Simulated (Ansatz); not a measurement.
Take Ir in the fcc (Cu type) structure (space group Fm-3m, No. 225; a = 3.872 Å; relaxed with 0.1 eV smearing) as the base. Axes: x, y, z lie along the cube axes.

Method: Ansatz (a first-principles code), PBE, PAW, cutoff 420 eV, no SOC.

One thing is altered: an isotropic linear strain of +2.00 %, atoms relaxed at fixed cell.

Q: Predict the stress tensor and what it implies for the stiffness.

A: Stress of the strained cell less that of the base (GPa, compression positive):
```
  -17.7     0.0     0.0
    0.0   -17.7     0.0
    0.0     0.0   -17.7
```

Then B = −ΔP/(ΔV/V₀) with ΔV/V₀ = 0.0612 gives secant stiffness values (nonlinear terms included at this strain): B ≈ 289 GPa.

As a check, the harmonic strain energy −½ V₀ Δσ:ε is 48 meV/atom; the computed energy rise is 52 meV/atom.

Stability against distortions was not tested. The final runs are not spin-polarised.
